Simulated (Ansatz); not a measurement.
Results of PBEsol in Ansatz (plane waves, PAW) for TaRu₃ (Pm-3m, No. 221, 4 atoms in the cell; start mp-867816).

Numerical settings: plane-wave cutoff 520 eV, 14×14×14 k mesh, Fermi–Dirac smearing 0.05 eV, no spin polarisation, scalar-relativistic PAW data made under PBE.

Cell (relaxed at this level):

```xyz
4
Lattice="3.8545 0.0000 0.0000 0.0000 3.8545 0.0000 0.0000 0.0000 3.8545" Properties=species:S:1:pos:R:3 pbc="T T T"
Ta     1.9272     1.9272     1.9272
Ru     1.9272     0.0000     0.0000
Ru     0.0000     1.9272     0.0000
Ru     0.0000     0.0000     1.9272
```

**Question.** Predict the bulk modulus B0.

**Answer.** 
- bulk modulus B0 = 305 GPa

Note: the run has no spin polarisation, so it can have missed a magnetic state; the bulk modulus is −V dP/dV from two relaxed cells at ±2 % in volume; the relaxation could not lower the start's symmetry, so the cell can be a saddle point above a distorted one.

Spin–orbit coupling is not included.

Computed values are for the static lattice.

The result took very roughly 80 core-seconds.

A start named mp-… is a Materials Project structure, which need not be a measured phase.

Ansatz is a first-principles code.
